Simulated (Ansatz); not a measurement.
Amorphous Si₃₀N₄₅P₃, 78 atoms at 2.90 g/cm³, one PBE-relaxed geometry, zone centre. Methods: PBE, scalar-relativistic without spin-orbit coupling (Ansatz, a quantum-chemistry and plane-wave program); r2SCAN, scalar-relativistic without spin-orbit coupling (Ansatz); HSE06, scalar-relativistic without spin-orbit coupling (Ansatz). Plane waves to 420 eV (r2SCAN 500 eV); exact exchange is cut at the cell's faces. At PBE the levels at both edges of the gap are localised (band-tail or defect states), and the nearest spread-out levels lie 3.3 eV apart at the zone centre. The higher rungs were started with moments on some atoms, which died out.

Preparation: random packing, a CHGNet melt and quench, and a DFT relaxation. N atoms were pushed apart under 1.9 Å during the dynamics, to hinder bonds among them. The hot cell started wider than the set density and was brought back towards it in steps. It is the lowest in DFT energy of 2 quenches. It is a model cell: composition and starting density were chosen by hand, and all elements were melted together. No dispersion term was used. Its density started from a set value of 2.90 and ended at 2.90 g/cm³. The simulated quench (nominally 380 K/ps over its main leg) is rapid and tends to freeze in more defects than a deposited or slowly cooled glass has. A cell of this size samples the disorder only roughly. The volume was held where the preparation left it and the shape relaxed, at a PBE pressure of -1.9 GPa (tension). Stress components on the final sampling reach 2.0 GPa. On a 2×2×2 Γ-centred mesh force components of up to 0.14 eV/Å stay, since the relaxation ran on the zone centre alone.

The relaxation ran on the zone centre alone. At PBE the gap between localised states is 0.65 eV on a 2×2×2 Γ-centred mesh, and the spacing at the zone centre alone 0.66 eV.

Q: What zone-centre spacing does r2SCAN give, roughly?

A: 0.83 eV (+0.17 eV against PBE).

Q: What zone-centre spacing does HSE06 give, roughly?

A: 1.57 eV (+0.92 eV against PBE).

The highest filled and the lowest empty state spread over these numbers of atoms (participation numbers): PBE: 6.4 and 4.2; r2SCAN: 5.7 and 3.9; HSE06: 5.7 and 3.5.
